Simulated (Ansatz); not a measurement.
An Ansatz (a program for electronic structure) run: GaN with a change (biaxial strain +1.67 %, plane normal [111], relaxed out of plane); plane-wave PAW DFT at the r2SCAN level (Ansatz, 500 eV), spin-orbit coupling left out.

Input:

Ansatz 0.2 input:
```yaml
crystal:
  lattice:
    - [3.2336135132, 0, 0]
    - [1.6168067566, 2.8003914485, 0]
    - [1.6168067566, -0.9334638162, 2.5751828667]
  atoms:
    - { symbol: Ga, position: [0, 0, 0] }
    - { symbol: N, position: [0.5, 0.25, 0.75] }
basis: { ecutwfc: 500, ecutrho_ratio: 4, xc_grid: 4, fft_grid_basis: typed }
kpoints: { mp_grid: { grid: [13, 13, 13] } }
hamiltonian:
  xc: r2scan
  dispersion: none
  pseudopotentials: { kind: paw }
scf: { occupations: { method: fermi_dirac, width: 0.05 } }
relax: { f_tol: 0.005, max_steps: 50, cell: { stress_tol: 0.01, fix: [a, b, gamma] } }
output: { forces: true, stress: true }
checkpoint: { write: state.ck, write_every: 1000 }
```

Output (explanatory and most iteration lines left out):

```
Relaxation: its limit of steps is 50 (relax.max_steps)
Pseudopotential: Ga, paw, valence charge 13
Pseudopotential: N, paw, valence charge 5
Crystal: 2 atoms, lattice volume = 23.319 Å³
Basis set: ecut = 500 eV, 585 PW (Γ), exchange–correlation on 96×96×96 points (64 copies of the dense FFT grid, shifted against one another)
Bands: 13, of which v1, the nominal top of the filled ones, is band 9 counted from 1 (8 counted from 0)
Symmetry: 6 space group operations
Space group: R3m (ITA 160), of the structure as read, at distance tolerance 2.9e-5 Å
k-points: 231 of 2197 (time reversal used)
Functional: x = r2scan, c = r2scan; τ floored in thin density (d = 2e-4 eV/Å³)
SCF iter   1: F=—  HF=-4176.323930 eV  |F-HF|=—  |Δ(HF+E_count)|=         —  Δρ=1.22e-2  dr2=1.32e-2  dr2_τ=8.79e-2  ethr=1.77e-3  ⟨swp⟩=4.9  Hψ=15331  notcnv=0
SCF iter   2: F=—  HF=-4176.353256 eV  |F-HF|=—  |Δ(HF+E_count)|=   2.93e-2  Δρ=4.48e-3  dr2=2.93e-3  dr2_τ=1.06e-4  ethr=7.35e-5  ⟨swp⟩=2.0  Hψ=7854  notcnv=0
SCF 1 converged in 8 iterations: F = -4176.353420 eV  dr2 = 2.02e-8
relax step   1: F+E_penalty+E_count = -4176.35341991 eV  Δ(F+E_penalty+E_count) = +0.000e0 eV  max|allowed force component| = 2.318e-1 eV/Å  Δτ_max = 0.0000 Å  P = -4.437 GPa  Ω = 23.319 Å³  fix = [a, b, gamma]  reactions: a -7.591, b -7.591 GPa  (8 SCF iters, dr2 threshold 1.00e-7 eV, accepted)
[... steps on the carried basis left out ...]
relax step   4: F+E_penalty+E_count = -4176.35548128 eV  Δ(F+E_penalty+E_count) = -2.566e-6 eV  max|allowed force component| = 1.761e-4 eV/Å  Δτ_max = 0.0003 Å  P = -4.828 GPa  Ω = 23.351 Å³  energy of the carried Pulay correction = -1.882e-5 eV  fix = [a, b, gamma]  reactions: a -7.241, b -7.241 GPa  (5 SCF iters, dr2 threshold 3.65e-9 eV, accepted)
Crystal: 2 atoms, lattice volume = 23.351 Å³
SCF iter   1: F=—  HF=-4176.355497 eV  |F-HF|=—  |Δ(HF+E_count)|=         —  Δρ=3.33e-6  dr2=5.61e-10  dr2_τ=8.05e-10  ethr=1.70e-8  ⟨swp⟩=3.0  Hψ=24522  notcnv=0
SCF iter   2: F=—  HF=-4176.355498 eV  |F-HF|=—  |Δ(HF+E_count)|=   9.37e-7  Δρ=1.98e-6  dr2=2.91e-10  dr2_τ=3.14e-11  ethr=3.11e-12  ⟨swp⟩=2.0  Hψ=5082  notcnv=0
SCF 5 converged in 5 iterations: F = -4176.355498 eV  dr2 = 2.27e-13
SCF converged after 5 iterations
Free energy (F): -4176.355498 eV
Internal energy: -4176.355498 eV  (E = F + TS)
E sigma→0 (E₀):  -4176.355498 eV
Fermi energy:    10.141147 eV
--- Forces (eV/Å), atoms counted from 1 ---
  atom   1  Ga    -0.00000000     0.00000000    -0.00019320
  atom   2  N     -0.00000000    -0.00000000     0.00018872
--- Stress (GPa, compression-positive) ---
       -7.241211      -0.000000      -0.000000
       -0.000000      -7.241211      -0.000000
       -0.000000      -0.000000      -0.000981
  P = ⅓ Tr σ = -4.8278 GPa (-48.278 kbar)
--- Relaxed structure (4 steps of the walk, 4 accepted, 1 SCFs on fresh bases) ---
  cell:  # Å, volume = 23.3508 Å³
    - [3.2336135132278008, 1.0474670034766548e-30, -1.6184542567914457e-19]
    - [1.6168067566139004, 2.800391448475924, 1.8124192311404495e-11]
    - [1.6168067566139004, -0.9334638161753304, 2.578665689801929]
  atoms:
    - { symbol: Ga, position: [0.002155326280125233, -0.0010776631400626162, -0.0032329894201878493] }
    - { symbol: N, position: [0.49784467371987473, 0.2510776631400627, 0.7532329894201879] }
```

Whether these cells are dynamically stable was not tested. The cell was made from GaN in the zinc blende structure (space group F-43m, No. 216) by this change: biaxial strain +1.67 %, plane normal [111], relaxed out of plane. This is not the structure that GaN has at room temperature and ambient pressure.
